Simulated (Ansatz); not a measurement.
Worked example: self-consistent single point of a (110) slab of NbH (cut from a parent of space group no. 139; 10 atoms in the cell) in Ansatz (a program for electronic structure).

Method: PBEsol, default PAW files made with PBE (plane waves; Ansatz).

```
CELL_PARAMETERS angstrom
      3.00189     0.00000     0.00000
     -3.40663     2.97448     0.00000
      0.00000     0.00000    23.04489
ATOMIC_POSITIONS crystal
  H  0.00000 0.50000 0.30375
  H  0.00000 0.00000 0.40188
  H  0.00000 0.50000 0.50000
  H  0.00000 0.00000 0.59812
  H  0.00000 0.50000 0.69625
  Nb 0.00000 0.00000 0.30375
  Nb 0.00000 0.50000 0.40188
  Nb 0.00000 0.00000 0.50000
  Nb 0.00000 0.50000 0.59812
  Nb 0.00000 0.00000 0.69625
```

Reference input (self-consistent single point, DFT, PBEsol, plane waves, default PAW files made with PBE): basis.ecutwfc = 30.9 Ry; kpoints.mp_grid.grid = 9 9 1; hamiltonian.xc = pbesol; hamiltonian.pseudopotentials = {kind: paw} (the program's default PAW files); scf.occupations.method = fermi_dirac; scf.occupations.width = 0.0073 Ry. This run's input differs from it in these lines:

Ansatz 0.2 input:
```diff
@@ -19,3 +19,3 @@
 kpoints:
-  mp_grid: { grid: [9, 9, 1] }
+  mp_grid: { grid: [10, 10, 1] }
 hamiltonian:
```

Output (repeated stretches shortened):

```
SCF iter   1: F=—  HF=-22555.029075 eV  |F-HF|=—  |Δ(HF+E_count)|=         —  Δρ=1.53e-2  dr2=1.12e1  ethr=1.77e-3  ⟨swp⟩=8.5  Hψ=6609  notcnv=0
all-band conjugate gradients solve this SCF's bands
preconditioner: auto → LDOS
SCF iter   2: F=—  HF=-22554.731270 eV  |F-HF|=—  |Δ(HF+E_count)|=   2.98e-1  Δρ=4.04e-3  dr2=8.37e-2  ethr=1.77e-3  ⟨swp⟩=2.5  Hψ=2288  notcnv=0  defer=1
   [... lines left out ...]
SCF iter   5: F=—  HF=-22554.720544 eV  |F-HF|=—  |Δ(HF+E_count)|=   1.39e-4  Δρ=9.95e-5  dr2=3.04e-5  ethr=1.30e-6  ⟨swp⟩=3.0  Hψ=2491  notcnv=0
SCF iter   6: F=—  HF=-22554.720361 eV  |F-HF|=—  |Δ(HF+E_count)|=   1.83e-4  Δρ=3.13e-5  dr2=2.79e-6  ethr=4.34e-8  ⟨swp⟩=2.4  Hψ=2469  notcnv=0
SCF iter   7: F=—  HF=-22554.720362 eV  |F-HF|=—  |Δ(HF+E_count)|=   1.03e-6  Δρ=7.00e-6  dr2=2.80e-7  ethr=3.98e-9  ⟨swp⟩=2.9  Hψ=2786  notcnv=0
SCF iter   8: F=-22554.720362 eV  HF=-22554.720362 eV  |F-HF|=1.75e-8  |Δ(HF+E_count)|=   7.87e-8  Δρ=1.84e-6  dr2=2.92e-8  ethr=1.43e-10  ⟨swp⟩=8.4  Hψ=5844  notcnv=0
SCF 1 converged in 8 iterations: F = -22554.720362 eV  dr2 = 2.92e-8
Free energy (F): -22554.720362 eV
Internal energy: -22554.518352 eV  (E = F + TS)
E sigma→0 (E₀):  -22554.619357 eV
Entropy (-TS):   -0.202010 eV (-20.201 meV/atom)
Fermi energy:    6.409792 eV
--- Forces (eV/Å), atoms counted from 1 ---
  atom   1  H      0.00000000    -0.00000000    -0.09857220
  atom   2  H     -0.00000000     0.00000000     0.03495395
  atom   3  H      0.00000000     0.00000000     0.00000000
  atom   4  H      0.00000000    -0.00000000    -0.03495395
  atom   5  H     -0.00000000     0.00000000     0.09857220
  atom   6  Nb     0.00000000    -0.00000000     0.39714121
  atom   7  Nb    -0.00000000     0.00000000     0.01899239
  atom   8  Nb     0.00000000     0.00000000     0.00000000
  atom   9  Nb     0.00000000    -0.00000000    -0.01899239
  atom  10  Nb    -0.00000000     0.00000000    -0.39714121
--- Stress (GPa, compression-positive) ---
       -6.471659       0.171255      -0.000000
        0.171255      -6.425054       0.000000
       -0.000000       0.000000      -2.292913
  P = ⅓ Tr σ = -5.0632 GPa (-50.632 kbar)
  The stress holds the Pulay correction. Without it, at fixed plane waves, as pw.x and ABINIT print it: P = -5.1139 GPa
```

The run converged in 8 iterations. Against the reference run the free energy stays essentially unchanged (within 1 meV/atom) and the largest force goes from 0.412 to 0.397 eV/Å.

The starting cell comes from a database of computed structures (which also holds hypothetical and non-ambient phases and stackings), without a prior relaxation at this level. The slab is cut from that crystal, and its faces are unrelaxed. Its lattice was rescaled by up to half a per cent. Spin polarisation is off.
